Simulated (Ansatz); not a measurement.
## ZnO: pressure series

The reference is ZnO in the wurtzite structure (space group P6_3mc, No. 186; a = 3.187 Å, c = 5.153 Å).

Cell and atoms are relaxed at each pressure.

The values are results of LDA (Ansatz, an electronic-structure program, PAW, spin-orbit coupling left out), not measurements.

```
case                electron mass  width of the top valence band     density    band gap
-----------------  --------------  -----------------------------  ----------  ----------
base               0.15 mₑ (at Γ)                        1.93 eV  5.97 g/cm³     0.80 eV
pressure −2 GPa    0.15 mₑ (at Γ)                        1.90 eV  5.89 g/cm³     0.78 eV
pressure −1 GPa    0.15 mₑ (at Γ)                        1.92 eV  5.93 g/cm³     0.79 eV
pressure 0.9 GPa   0.15 mₑ (at Γ)                        1.95 eV  6.00 g/cm³     0.81 eV
pressure 4.5 GPa   0.16 mₑ (at Γ)                        2.00 eV  6.12 g/cm³     0.84 eV
pressure 9 GPa     0.16 mₑ (at Γ)                        2.05 eV  6.27 g/cm³     0.88 eV
pressure 22.5 GPa  0.18 mₑ (at Γ)                        2.23 eV  6.66 g/cm³     0.97 eV
pressure 30 GPa        (withheld)                     (withheld)  (withheld)  (withheld)
```

Fill in the withheld entries from the trend.


- pressure 30 GPa, electron mass: 0.19 mₑ (at Γ)
- pressure 30 GPa, width of the top valence band: 2.30 eV
- pressure 30 GPa, density: 6.84 g/cm³
- pressure 30 GPa, band gap: 1.00 eV

Load acts through the strain it causes; cell and atoms are relaxed under it. Masses are band curvatures over ±0.01 Å⁻¹ around the edge. Whether these cells are dynamically stable was not tested. Measured, ZnO leaves this structure (for rock salt) near 9.1 GPa (temperature not stated; as listed in Datta, Sujoy, Jana, Debnarayan, arXiv (2020)), on rising pressure, with hysteresis.
